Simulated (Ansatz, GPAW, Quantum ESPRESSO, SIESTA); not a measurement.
# One structure in several programs: CaSiAu (P-6m2, 3 atoms in the cell)

Relaxation of cell and atoms.

```
CELL_PARAMETERS angstrom
      4.32759     0.00000     0.00000
     -2.16379     3.74780     0.00000
      0.00000     0.00000     3.94250
ATOMIC_POSITIONS crystal
  Ca 0.00000 0.00000 0.00000
  Si 0.66667 0.33333 0.50000
  Au 0.33333 0.66667 0.50000
```

Shared settings, as Ansatz (a first-principles code) writes them: kpoints.mp_grid.grid = 6 6 6; scf.occupations.method = gaussian; scf.occupations.width = 0.136 eV. Potentials and cutoffs stand in the table.

```
code                                                                                                                                      model  final volume (Å³/atom)       cutoff
----------------  -----------------------------------------------------------------------------------------------------------------------------  ----------------------  -----------
GPAW                                                                                      PBEsol, GPAW PAW datasets PBEsol (made by gpaw-setup)                   20.97       550 eV
Quantum ESPRESSO                                                          PBEsol, PseudoDojo standard norm-conserving (PBESOL) pseudopotentials                   20.77        80 Ry
Ansatz                                                                                                          PBEsol, PAW files made with PBE                   20.79      default
SIESTA            GGA PBEsol, numerical atomic orbitals TZP, PseudoDojo PBEsol standard norm-conserving potentials (rewritten from UPF to PSML)                   22.27  grid 350 Ry
```

On Ansatz's run: spin-orbit coupling is off.

The spread over the programs that give each value: final volume within 1.50 Å³/atom.

SIESTA uses small atom-centred bases, whose incompleteness enters pressures, forces and empty levels differently from a plane-wave cutoff. The programs treat the finite-basis stress differently while the cell relaxes: Ansatz adds an estimate of it.

The starting cell comes from a database of computed structures (which also holds hypothetical and non-ambient phases and stackings), without a prior relaxation at this level.

Keys are those of Ansatz 0.2.
